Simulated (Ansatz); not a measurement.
Consider the following.

```
CELL_PARAMETERS angstrom
      5.67350     0.00000     0.00000
      0.00000     5.67350     0.00000
      0.00000     0.00000     5.67350
ATOMIC_POSITIONS crystal
  Cs 0.00000 0.00000 0.00000
  Pb 0.50000 0.50000 0.50000
  Cl 0.00000 0.50000 0.50000
  Cl 0.50000 0.00000 0.50000
  Cl 0.50000 0.50000 0.00000
```

The numbers are results of r2SCAN with spin-orbit coupling, rigid bands (plane waves, PAW; Ansatz, a quantum-chemistry and plane-wave program), not measurements. Geometry: cell and atoms relaxed with r2SCAN.

Problem. Predict the hole conductivity mass (n e² τ/σ) at 300 K, by direction if it differs.

Solution. 0.198 mₑ.

Problem. What conductivity effective mass do dilute electrons have at 300 K?

Solution. 0.22 mₑ.

Problem. And the band gap?

Solution. 1.18 eV at this level; semilocal functionals usually fall short of the measured gap.

Rigid bands, one relaxation time for all states, no polarons.

CsPbCl3 (Pm-3m): a high-temperature phase held by its symmetry.
